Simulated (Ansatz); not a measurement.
Cells marked so need not be the phases stable at ambient conditions, and some may be hypothetical.

 Where the default PAW files enter, the runs use the earlier of Ansatz's two default sets.

The gap is the functional's own. No spin-orbit coupling. Mid-gap values are interpolated on the energy grid.

A. SrWO4 (I4_1/a, not sure to be the ambient phase, 12 atoms a cell, 14.7 Å³ an atom, -2 GPa at this level), along the normal of (001)
B. TlIO3 (R3m, not sure to be the ambient phase, 5 atoms a cell, 20.4 Å³ an atom, -4 GPa at this level), along the normal of (110)
C. Li2H6PtO6 (P-3, not sure to be the ambient phase, 15 atoms a cell, 7.3 Å³ an atom, -2 GPa at this level), along the normal of (100)
D. K3Sb (P6_3/mmc, not sure to be the ambient phase, 8 atoms a cell, 43.0 Å³ an atom), along the normal of (001)
E. SnH8(NCl3)2 (Fm-3m, not sure to be the ambient phase, 17 atoms a cell, 14.7 Å³ an atom), along the normal of (111)

Task: Order them by mid-gap decay constant of the slowest evanescent state (highest first) at the level Ansatz (a quantum-chemistry and plane-wave program) with r2SCAN.

Result: A (0.58 1/Å), C (0.42 1/Å), B (0.34 1/Å), E (0.28 1/Å), D (0.09 1/Å)
